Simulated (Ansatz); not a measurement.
## alpha cristobalite (1 0 0) on diamond (1 1 0) (film strained to the substrate, started from cuts of the bulks and a machine-learned relaxation)

A periodic stack without vacuum, alpha cristobalite (1 0 0) on diamond (1 1 0) (film strained to the substrate, started from cuts of the bulks and a machine-learned relaxation): substrate slab C96, film Si12O24, surface cells [[0, -2], [2, 0]] and [[1, 0], [0, 1]], film strained by -0.6 and +0.6 %, outermost planes C/C and O/O as cut, which need not be the usual terminations and can put a slab off its formula.

The start was prepared with a machine-learned potential, and the result is one local minimum, with the in-plane cell held and forces under 0.04 eV/Å; the film can end far from its bulk form.

The numbers are results of PBE (plane waves to 420 eV, PAW; Ansatz, a first-principles code), not measurements. Spin–orbit coupling is left out; PBE gaps are too small against experiment. Its k-point mesh 5×3×1, Fermi–Dirac width 0.05 eV.

- interface area = 36.1 Å²
- period = 30.41 Å
- gaps between the outermost planes at the two interfaces = 1.08 and 1.03 Å
- C–O contacts across the interfaces within 1.22 times the sum of covalent radii = 2, mean 1.43 Å
- C–Si contacts across the interfaces within 1.22 times the sum of covalent radii = 2, mean 2.03 Å
- spin-polarised check at this geometry = keeps a moment, energy -0.08 eV

```
CELL_PARAMETERS angstrom
      5.05070    -0.00020    -0.04905
     -0.00016     7.14297    -0.04755
     -1.35170     1.87731    30.41703
ATOMIC_POSITIONS crystal
  C  0.34998 0.23520 0.05924
  C  0.84895 0.23553 0.05930
  C  0.35367 0.72614 0.05850
  C  0.85245 0.73072 0.05948
  C  0.10027 0.35202 0.05907
  C  0.59787 0.35511 0.06024
  C  0.10321 0.84638 0.05906
  C  0.60155 0.84631 0.05907
  C  0.09071 0.00006 0.02346
  C  0.58974 0.99939 0.02399
  C  0.08623 0.50191 0.02309
  C  0.59519 0.48795 0.01862
  C  0.83845 0.09427 0.02581
  C  0.33901 0.09586 0.02518
  C  0.84578 0.59749 0.02432
  C  0.33310 0.61286 0.01583
  C  0.87817 0.20833 0.14308
  C  0.37818 0.20838 0.14314
  C  0.87852 0.70870 0.14325
  C  0.37824 0.70859 0.14280
  C  0.62805 0.33328 0.14309
  C  0.12819 0.33306 0.14306
  C  0.62823 0.83318 0.14315
  C  0.12851 0.83320 0.14313
  C  0.61441 0.96746 0.10174
  C  0.11574 0.96726 0.10158
  C  0.61443 0.46896 0.10166
  C  0.11450 0.46901 0.10177
  C  0.36456 0.09248 0.10179
  C  0.86449 0.09230 0.10168
  C  0.36457 0.59285 0.10107
  C  0.86539 0.59270 0.10206
  C  0.40539 0.18888 0.22622
  C  0.90538 0.18889 0.22619
  C  0.40540 0.68881 0.22610
  C  0.90540 0.68879 0.22622
  C  0.15541 0.31385 0.22617
  C  0.65536 0.31384 0.22621
  C  0.15542 0.81377 0.22619
  C  0.65538 0.81378 0.22618
  C  0.14195 0.94861 0.18470
  C  0.64178 0.94861 0.18472
  C  0.14181 0.44859 0.18464
  C  0.64182 0.44850 0.18464
  C  0.89180 0.07345 0.18469
  C  0.39183 0.07351 0.18473
  C  0.89192 0.57347 0.18473
  C  0.39178 0.57356 0.18448
  C  0.93254 0.16927 0.30930
  C  0.43248 0.16942 0.30927
  C  0.93245 0.66942 0.30921
  C  0.43260 0.66941 0.30918
  C  0.68258 0.29427 0.30939
  C  0.18255 0.29433 0.30921
  C  0.68246 0.79433 0.30919
  C  0.18248 0.79424 0.30921
  C  0.66893 0.92913 0.26772
  C  0.16896 0.92913 0.26773
  C  0.66899 0.42904 0.26778
  C  0.16896 0.42907 0.26769
  C  0.41897 0.05409 0.26774
  C  0.91892 0.05411 0.26773
  C  0.41897 0.55404 0.26767
  C  0.91896 0.55403 0.26773
  C  0.45902 0.15152 0.39205
  C  0.95951 0.15082 0.39230
  C  0.46062 0.64913 0.39225
  C  0.95944 0.64923 0.39220
  C  0.20993 0.27511 0.39205
  C  0.71008 0.27452 0.39271
  C  0.20923 0.77416 0.39220
  C  0.70939 0.77441 0.39214
  C  0.19595 0.90959 0.35082
  C  0.69604 0.90967 0.35079
  C  0.19619 0.41001 0.35070
  C  0.69632 0.40976 0.35103
  C  0.94596 0.03460 0.35086
  C  0.44597 0.03427 0.35085
  C  0.94609 0.53449 0.35077
  C  0.44626 0.53445 0.35075
  C  0.99415 0.12997 0.47522
  C  0.48024 0.14990 0.46944
  C  0.98573 0.64462 0.46979
  C  0.48666 0.64679 0.46930
  C  0.73503 0.25277 0.47758
  C  0.24072 0.24557 0.47136
  C  0.73327 0.74199 0.46872
  C  0.23186 0.74094 0.46816
  C  0.72270 0.89734 0.43461
  C  0.22091 0.89751 0.43456
  C  0.72694 0.38738 0.43516
  C  0.22502 0.39198 0.43457
  C  0.47270 0.01334 0.43479
  C  0.97017 0.01746 0.43384
  C  0.47596 0.50724 0.43479
  C  0.97486 0.50771 0.43488
  Si 0.10181 0.77160 0.63260
  Si 0.71177 0.30906 0.54051
  Si 0.59411 0.53750 0.61510
  Si 0.19331 0.09341 0.55749
  O  0.16013 0.93967 0.59700
  O  0.29355 0.59559 0.62505
  O  0.60728 0.49782 0.56256
  O  0.79389 0.70797 0.62700
  O  0.01200 0.27871 0.56370
  O  0.04016 0.00413 0.51306
  O  0.51036 0.13920 0.55741
  O  0.66997 0.34848 0.64562
  Si 0.16187 0.74596 0.79522
  Si 0.72013 0.26635 0.69627
  Si 0.65592 0.50189 0.77885
  Si 0.22514 0.01474 0.71332
  O  0.20726 0.93441 0.76401
  O  0.35579 0.57594 0.78379
  O  0.67798 0.43457 0.72911
  O  0.85785 0.67418 0.78799
  O  0.02362 0.19051 0.70288
  O  0.15655 0.84296 0.68186
  O  0.52404 0.09024 0.70611
  O  0.71608 0.32433 0.81347
  Si 0.23742 0.71538 0.95238
  Si 0.79667 0.21251 0.85981
  Si 0.70208 0.49262 0.93540
  Si 0.29840 0.97478 0.87571
  O  0.26487 0.92718 0.92872
  O  0.42324 0.59506 0.92141
  O  0.77486 0.34396 0.90096
  O  0.93162 0.65170 0.93967
  O  0.10542 0.15056 0.85960
  O  0.21471 0.79864 0.84615
  O  0.60434 0.03191 0.86689
  O  0.62734 0.37694 0.98202
```
